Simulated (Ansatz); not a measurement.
The reference is SiC in the wurtzite structure (space group P6_3mc, No. 186; a = 3.0759 Å, c = 5.0477 Å). Axes: x lies along a and z along c of the hexagonal cell.

Now apply this change: tensor shear ε_yz = +3.48 % (engineering shear γ = 0.0696), atoms relaxed at fixed cell.

Levels (all Ansatz, an electronic-structure program, PAW): PBEsol (420 eV, scalar-relativistic without spin-orbit coupling); r2SCAN (500 eV, no spin-orbit coupling); HSE06 (420 eV, scalar-relativistic without spin-orbit coupling).

At the geometry relaxed with PBEsol, these levels gave the following band gaps, in shuffled order: (a) 1.93 eV, (b) 2.44 eV, (c) 2.95 eV.

Q: Match each gap to its level.

A: (a) PBEsol; (b) r2SCAN; (c) HSE06.

Single points use the geometry relaxed with PBEsol. The hybrid gap comes from the SCF mesh plus the semilocal run's edge points and a few special points and is an upper bound. The cells carry an imposed strain or load. Stability against distortions was not tested.
